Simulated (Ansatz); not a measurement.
## CdSe (F-43m): band-edge transport data

Consider the following.

```
CdSe
1.0
    0.00000     3.08431     3.08431
    3.08431     0.00000     3.08431
    3.08431     3.08431     0.00000
Cd Se
1 1
Direct
  0.00000   0.00000   0.00000
  0.75000   0.75000   0.75000
```

All values below come from PBEsol with spin-orbit coupling, rigid bands (plane waves, PAW; Ansatz, a quantum-chemistry and plane-wave program). Condition of this run: hydrostatic pressure -2 GPa (the target of the relaxation). How the cell was made: cell and atoms relaxed with PBEsol, then loaded as said.

```json
{
  "band_gap": "0.28 eV",
  "hole conductivity mass (300 K, dilute)": "0.82 mₑ",
  "effective density of states N_v (300 K)": "3.1e19 cm⁻³",
  "density_of_states_mass_holes": "1.15 mₑ",
  "Seebeck coefficient, p-type 1e19 cm⁻³, 300 K": "312 μV/K"
}
```

Rigid bands; masses and Seebeck coefficients take one relaxation time τ for all states and one kind of carrier; polarons and phonon drag are left out.
